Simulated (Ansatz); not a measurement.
Ta under a change: pressure 15 GPa

The reference is Ta in the bcc (W type) structure (space group Im-3m, No. 229; a = 3.2819 Å).

Modification: cell and atoms relaxed at a pressure of 15 GPa.

Method: PBEsol, PAW, 420 eV (Ansatz, a program for electronic structure; spin-orbit coupling left out), earlier PAW set. Settings: 20×20×20 k-points, 0.05 eV Fermi–Dirac smearing.

| quantity | base | changed | shift |
|---|---|---|---|
| volume per atom | 17.67 Å³ | 16.58 Å³ | -1.09 Å³ |
| lattice parameter a | 328.2 pm | 321.3 pm | -6.9 pm |
| shortest interatomic distance | 284.2 pm | 278.2 pm | -6.0 pm |
| band gap | zero | zero | – |

Final structure:

```xyz
1
Lattice="-1.6064 1.6064 1.6064 1.6064 -1.6064 1.6064 1.6064 1.6064 -1.6064" Properties=species:S:1:pos:R:3 pbc="T T T"
Ta     0.0000     0.0000     0.0000
```

Load acts through the strain it causes; cell and atoms are relaxed under it. Whether these cells are dynamically stable was not tested. No other phases were tried under pressure. The final runs are not spin-polarised.
